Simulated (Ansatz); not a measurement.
The parent structure is Pt in the fcc (Cu type) structure (space group Fm-3m, No. 225; a = 3.918 Å).

Calculations: PBEsol (Ansatz, an electronic-structure program, PAW, without spin-orbit coupling), earlier PAW set.

Base values:

Volume per atom: 15.04 Å³

Now apply this change: cell and atoms relaxed at a pressure of 3 GPa.

**Question.** How does this affect the volume per atom?

**Answer.** The volume per atom drops by 0.15 Å³ to 14.89 Å³.

Load acts through the strain it causes; cell and atoms are relaxed under it. Whether these cells are dynamically stable was not tested. All final runs are without spin polarisation.
